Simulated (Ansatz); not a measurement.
Defect: Zr-vacancy pair (Zr on one host Mo site, one Mo site vacant) in bcc Mo, neutral cell. The step: the Zr atom itself jumps into the vacancy (Zr-vacancy distance between ideal sites 2.74 Å throughout); the atom moves 2.33 Å along (0.43, 0.43, 0.42) of the unit cell; the moving atom starts with neighbours 2 Mo at 2.75, Mo at 2.78, 3 Mo at 2.84, Mo at 2.95, 3 Mo at 3.09, Mo at 3.24, 2 Mo at 3.26 Å and ends with 2 Mo at 2.75, Mo at 2.78, 3 Mo at 2.84, Mo at 2.95, 3 Mo at 3.09, Mo at 3.24, 2 Mo at 3.26 Å. A PBE band in Ansatz (plane-wave PAW, a 2×2×3 k-point mesh shifted by half a step, 36 host sites, 22 SCF runs with any check of the saddle's order, static, no finite-size correction) gives a forward barrier of 0.73 eV. The saddle point's order was not checked, and it lies on a symmetry element of the cell, where a band can be held. Forms of the defect that were not tried may lie lower.

Single points at the band's start and saddle point can refine it. Rough cost of one point, in units of the band's mean SCF on the same machine:

| Level | Cost of one point |
|---|---|
| PBE, a 3×3×5 k-point mesh shifted by half a step | about 3 |
| r2SCAN at 500 eV, a 2×2×3 k-point mesh shifted by half a step | about 2 |

Which of these move the barrier by more than 0.1 eV, and how far does each move it?

PBE, a 3×3×5 k-point mesh shifted by half a step: -0.18 eV; r2SCAN at 500 eV, a 2×2×3 k-point mesh shifted by half a step: +0.03 eV. Each functional is compared with PBE at the same k-points.

Ansatz is a quantum-chemistry and plane-wave program.
